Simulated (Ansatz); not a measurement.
# How far PBE and PBEsol part for hypothetical diamond V, pressure −2 GPa

Start from V in the diamond structure (space group Fd-3m, No. 227; a = 5.467 Å; ferromagnetic; a hypothetical phase, not in the database extracts checked).

(Cell as relaxed with PBE.)

Levels (all Ansatz, a program for electronic structure, PAW): PBE (420 eV, spin-orbit coupling left out); PBEsol (420 eV, no spin-orbit coupling).

Each level relaxes its own structure.

```tsv
base	PBE	PBEsol
volume per atom	20.43 Å³	19.27 Å³
lattice parameter a	5.467 Å	5.362 Å
band gap	zero	zero
largest site moment	1.45 μB	1.38 μB
```

The change: hydrostatic tension (pressure −2 GPa).

```csv
quantity,PBE,PBEsol
volume per atom,21.16 Å³,19.93 Å³
largest site moment,1.48 μB,1.42 μB
magnetic state,ferromagnetic,ferromagnetic
```

PBE's volume per atom lies 1.238 Å³ above PBEsol's (6.2 %); PBE's largest site moment lies 0.06 μB above PBEsol's; the two agree on the magnetic state. Neither level is exact; PBEsol is the comparison here, not a measurement.

The magnetic state is the one reached from the starting moments; the real material's order can differ, and small cells can't hold many antiferromagnetic ones. Load acts through the strain it causes; cell and atoms are relaxed under it. No phonon test of stability was made.
